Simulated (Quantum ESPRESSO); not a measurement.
## Pressure against volume in wurtzite AlN (space group 186) (Quantum ESPRESSO, LDA)

```
AlN
1.0
    2.98904     0.00000     0.00000
   -1.49452     2.58859     0.00000
    0.00000     0.00000     4.78631
Al N
2 2
Direct
  0.33333   0.66667   0.00000
  0.66667   0.33333   0.50000
  0.33333   0.66667   0.38200
  0.66667   0.33333   0.88200
```

Level of theory: LDA (PZ), GBRV 1.5 ultrasoft (LDA) pseudopotentials (plane waves; Quantum ESPRESSO 7.5). Settings: ecutwfc = 52 Ry; ecutrho = 260 Ry; occupations = smearing; smearing = fd; degauss = 0.000734986 Ry; potentials = {Al: al_lda_v1.uspp.F.UPF, N: n_lda_v1.2.uspp.F.UPF}; K_POINTS = automatic 12 12 7 0 0 0; conv_thr = 1e-10 Ry; mixing_beta = 0.5. The cell above is the first row's. The rows scale it uniformly. In all rows fractional positions and the k mesh are held.

| V (Å^3/atom) | P (GPa) |
|---|---|
| 9.258 | 26.32 |
| 9.460 | 19.91 |
| 9.661 | 14.10 |
| 9.862 | 8.83 |
| 10.063 | 4.05 |
| 10.265 | -0.30 |
| 10.466 | -4.24 |
| 10.667 | -7.82 |
| 10.869 | ? |

Question: Fit P against V with a cubic, and predict the withheld value at V = 10.869.

Answer: With u = V - 10.0, the rows have u = -0.7420, -0.5400, -0.3390, -0.1380, 0.0630, 0.2650, 0.4660, 0.6670. Least squares gives P = 5.500 - 23.3426·u + 5.6733·u² - 0.9251·u³. Residuals (row less fit): -0.002, 0.005, -0.001, -0.002, -0.002, 0.005, -0.001, 0.000; standard error 0.004 (degrees of freedom: 4). The fitted pressure is zero at V0 = 10.25, where dP/dV = -20.68, so B0 = -V0·dP/dV = 212 GPa. At the withheld row, u = 0.8690, so P = 5.500 - 23.3426 × 0.8690 + 5.6733 × 0.8690² - 0.9251 × 0.8690³ = -11.108 GPa. The calculation gives -11.07 GPa, 0.038 GPa above the prediction (0.1 % of the range of P in the table). The row lies outside the fitted rows, so this is an extrapolation. From the scatter of the fitted rows alone, a prediction at this place has a standard error of 0.010 GPa, so the miss is 3.8 times that.

Carrying the step between the two nearest rows on in a straight line would have given -11.42, off by 0.35; series whose last step already gives the withheld value aren't shown. The scan was laid around a cell of about the measured size, scaled by a guess for this functional; axis ratios and inner coordinates come from that cell. The runs keep the symmetry of the cell, so they don't test it for distortions. The shape of the cell and the inner coordinates aren't relaxed, so V0 and B0 belong to this uniform scaling; a relaxed crystal lies no higher in energy and is usually softer (forces reach 0.03 eV/Å in these rows). Cutoffs and mesh are single choices, not tested for convergence of this quantity. Series with a scatter that would blur these digits, or in which a gap closes, are not shown.

Terms beyond the fitted order, or numerical noise in single rows, can give a miss of this size; the table doesn't tell which.
